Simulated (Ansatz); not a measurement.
Consider Ag in the fcc (Cu type) structure (space group Fm-3m, No. 225; a = 4.1043 Å; relaxed with 0.1 eV smearing). Axes: x, y, z lie along the cube axes.

Method: Ansatz (a program for electronic structure), r2SCAN, PAW, cutoff 500 eV, without spin-orbit coupling.

Strains are applied to the cell and any free atomic positions relax; under biaxial strain the out-of-plane vector relaxes too.

One change was made to it. Results:

```json
[
 {"quantity": "pressure (mean of the normal stresses, compression positive)", "base": "0.0 GPa", "after": "-1.3 GPa"},
 {"quantity": "energy relative to the base (free energy F)", "base": "0 meV/atom", "after": "+2.7 meV/atom"}
]
```

Name the change that was made.
A) biaxial strain +1.67 %, plane normal [111], relaxed out of plane
B) biaxial strain +1.25 %, plane normal [111], relaxed out of plane
C) biaxial strain +2.08 %, plane normal [111], relaxed out of plane
D) biaxial strain +0.83 %, plane normal [111], relaxed out of plane

B, biaxial strain +1.25 %, plane normal [111], relaxed out of plane. For comparison, the energy relative to the base in the other runs: biaxial strain +1.67 %, plane normal [111], relaxed out of plane gives +4.7 meV/atom; biaxial strain +0.83 %, plane normal [111], relaxed out of plane gives +1.2 meV/atom; biaxial strain +2.08 %, plane normal [111], relaxed out of plane gives +7.1 meV/atom.

Stability against distortions was not tested.
